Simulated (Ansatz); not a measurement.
LuZn (Pm-3m), Ansatz (a first-principles code) with PBEsol, DFPT electron-phonon coupling, linearised Boltzmann equation: phonon-limited resistivity 30.0 μΩ·cm at 300 K, 40.3 μΩ·cm at 400 K, current-weighted mean free path 3.9 nm.

**Question.** What is the classical skin depth at 10 GHz (nonmagnetic, μ₀ = 1.257×10⁻⁶ H/m)?

**Answer.** δ = √(ρ/(π f μ₀)) = 2760 nm.

**Question.** What temperature coefficient of resistance follows, and how does it compare with 1/T?

**Answer.** (ρ₄₀₀ − ρ₃₀₀)/(100 K × ρ₃₀₀) = 3.43×10⁻³ K⁻¹, against 1/T = 3.33×10⁻³ K⁻¹ for a resistivity proportional to T. Impurities would add a constant and lower it.

**Question.** Estimate the resistivity of a 80 nm square wire with diffuse walls from ρ ≈ ρ₀(1 + 3ℓ/4d).

**Answer.** 1 + 0.75 × 3.9/80 = 1.04, so ρ ≈ 31.1 μΩ·cm and a line 1 μm long has 48.6 Ω. The formula is the free-electron limit for d well above ℓ; grain boundaries add to it.

A metal at this level (no band gap). Only scattering by harmonic phonons is included (no impurities, grain boundaries, electron-electron scattering or thermal expansion). Spin-orbit coupling is left out, which matters with elements this heavy. Halving the electron mesh (24x24x24) moves the resistivity by up to 8 % at 300 K, the mean free path by up to 5 %. Smearing 0.20 eV; phonons on a 4x4x4 q mesh, which this run doesn't test.

Formula and space group known from diffraction (Crystallography Open Database), not checked to be the room-temperature form: LuZn (Pm-3m).
